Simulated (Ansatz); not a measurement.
The starting structures come from a database of crystals and need not be the phases stable at ambient conditions.

 Where the default PAW files enter, the runs use the earlier of Ansatz's two default sets.

The decay constant κ of evanescent states in the gap governs leakage through a thin film.

Consider the following.

```xyz
10
Lattice="6.3050 0.0000 0.0000 0.0000 8.9166 0.0000 3.1525 4.4583 3.1525" Properties=species:S:1:pos:R:3 pbc="T T T"
K      3.1525     6.6874     0.0000
K      3.1525     2.2291     0.0000
Na     0.0000     4.4583     0.0000
Y      0.0000     0.0000     0.0000
F      1.5409     8.9166     1.5409
F      7.9165     4.4583     1.6115
F      4.7640     8.9166     1.5409
F      4.6934     4.4583     1.6115
F      0.0000     6.7374     0.0000
F      0.0000     2.1792     0.0000
```

Space group of this cell: Fm-3m. The cell is taken as given; by r2SCAN its mean pressure is -2.7 GPa.

Transport runs along the normal of the first two printed cell vectors, the (110) plane of the conventional cell.

No gap correction and no spin-orbit coupling; mid-gap values are interpolated between computed energies.

**Question.** Compute, with Ansatz (a program for electronic structure) with r2SCAN, the band gap and the smallest decay constant κ at mid-gap.

**Answer.** Gap 7.06 eV on a 10×10×10 mesh; κ = 0.564 1/Å, at the zone centre.
